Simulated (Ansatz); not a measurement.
Base system: BiB in the zinc blende structure (space group F-43m, No. 216; a = 5.4556 Å; a hypothetical phase, not in the database extracts checked).

One thing is altered: a negative pressure, −1 GPa.

Levels (all Ansatz, an electronic-structure program, PAW): PBEsol (420 eV, no spin-orbit coupling); r2SCAN (500 eV, no spin-orbit coupling).

The geometry is relaxed with PBEsol.

```
Property                   Result
--------------------  -----------
PBEsol band gap           0.35 eV
PBEsol gap character  direct at Γ
PBEsol pressure         -1.01 GPa
```

### Question
What does r2SCAN give at this geometry for the band gap, gap character and pressure?

### Answer
The band gap increases by 0.09 eV (0.35 eV → 0.44 eV); the gap character is still direct at Γ; the pressure grows by 1.524 GPa (-1.01 GPa → 0.52 GPa).

Single points use the geometry relaxed with PBEsol. Their cutoffs differ, which shifts pressures a little. Spin-orbit coupling, missing from the scalar runs, can matter with Bi. Load acts through the strain it causes; cell and atoms are relaxed under it. Stability against distortions was not tested.
